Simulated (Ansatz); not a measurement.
Abridged Ansatz (an electronic-structure program) output:

```
Relaxation: its limit of steps is 60 (relax.max_steps)
Pseudopotential: Si, paw, valence charge 4
Crystal: 2 atoms, lattice volume = 39.257 Å³
Basis set: ecut = 420 eV, 749 PW (Γ), exchange–correlation on 54×54×54 points (8 copies of the dense FFT grid, shifted against one another)
Bands: 8, of which v1, the nominal top of the filled ones, is band 4 counted from 1 (3 counted from 0)
Symmetry: 48 space group operations
k-points: 56 of 1331
Functional: x = pbesol(κ = 0.804, μ = 0.12345679012345678), c = pbesol(β = 0.046)
SCF iter   1: F=—  HF=-1242.979602 eV  |F-HF|=—  |Δ(HF+E_count)|=         —  Δρ=2.68e-3  dr2=2.98e-3  ethr=1.77e-3  ⟨swp⟩=6.0  Hψ=3977  notcnv=0
SCF iter   2: F=—  HF=-1242.979309 eV  |F-HF|=—  |Δ(HF+E_count)|=   2.94e-4  Δρ=1.04e-3  dr2=3.64e-4  ethr=3.72e-5  ⟨swp⟩=2.1  Hψ=1049  notcnv=0
SCF 1 converged in 6 iterations: F = -1242.979309 eV  dr2 = 4.70e-11
relax step   1: F+E_penalty+E_count = -1242.97930925 eV  Δ(F+E_penalty+E_count) = +0.000e0 eV  max|allowed force component| = 1.272e-17 eV/Å  Δτ_max = 0.0000 Å  P = +2.101 GPa  Ω = 39.257 Å³  (6 SCF iters, dr2 threshold 1.00e-7 eV, accepted)
[... steps on the carried basis left out ...]
relax step   4: F+E_penalty+E_count = -1242.96148352 eV  Δ(F+E_penalty+E_count) = +1.469e-4 eV  max|allowed force component| = 4.178e-17 eV/Å  Δτ_max = 0.0000 Å  P = +4.508 GPa  Ω = 38.387 Å³  stress off target by 7.59e-3 GPa  SCF on the basis re-selected at this cell (its energy is not comparable with the rows above)  (4 SCF iters)
SCF converged after 4 iterations
Free energy (F): -1242.961484 eV
Internal energy: -1242.961394 eV  (E = F + TS)
E sigma→0 (E₀):  -1242.961439 eV
Entropy (-TS):   -0.000089 eV (-0.045 meV/atom)
Fermi energy:    6.817296 eV
--- Forces (eV/Å), atoms counted from 1 ---
  atom   1  Si    -0.00000000    -0.00000000    -0.00000000
  atom   2  Si     0.00000000     0.00000000     0.00000000
--- Stress (GPa, compression-positive) ---
        4.507591       0.000000       0.000000
        0.000000       4.507591       0.000000
        0.000000       0.000000       4.507591
  P = ⅓ Tr σ = 4.5076 GPa (45.076 kbar)
--- Relaxed structure (3 steps of the walk, 3 accepted, 1 SCFs on fresh bases) ---
  cell:  # Å, volume = 38.3868 Å³
    - [6.496599341941876e-34, 2.677424739875075, 2.677424739875075]
    - [2.677424739875075, 5.095372032895593e-35, 2.677424739875075]
    - [2.677424739875075, 2.677424739875075, 1.9107645123358455e-34]
  atoms:
    - { symbol: Si, position: [7.437150475138686e-36, -1.9336591235360596e-35, 6.693435427624823e-35] }
    - { symbol: Si, position: [0.25, 0.25, 0.25] }
```

What was computed, and what are the main results?

Si, 2 atoms in the cell, with PBEsol (Ansatz; PAW; 420 eV plane waves; without spin-orbit coupling), from a series relaxed to a target (pressure 4.5 GPa). The last SCF converged to F = -1242.961484 eV, or -621.4807 eV per atom, at a pressure of 4.51 GPa. The total energy compares only with runs of the same code, potentials and settings.

Load acts through the strain it causes; cell and atoms are relaxed under it. No phonon test of stability was made. Tetrahedral semiconductors of this kind turn to denser phases somewhere between about 1 and 50 GPa; those were not computed, so compressed cells here can lie past the real transition. The cell was made from Si in the diamond structure (space group Fd-3m, No. 227) by this change: pressure 4.5 GPa.

Keys are those of Ansatz 0.2.
